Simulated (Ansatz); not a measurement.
The parent structure is SnTe in the rock salt structure (space group Fm-3m, No. 225; a = 6.235 Å).

Calculations: LDA in Ansatz (plane waves to 420 eV, PAW, spin-orbit coupling left out).

Before the change:

```
Item         Value
--------  --------
Pressure  0.00 GPa
```

Perturbation: an isotropic linear strain of +0.50 %; the atoms relax in the strained cell.

Question: Predict the new energy relative to the base.

Answer: The energy increases by 1.1 meV/atom.

Question: What happens to the pressure?

Answer: The pressure goes from zero to -0.73 GPa.

No phonon test of stability was made.

Ansatz is a program for electronic structure.
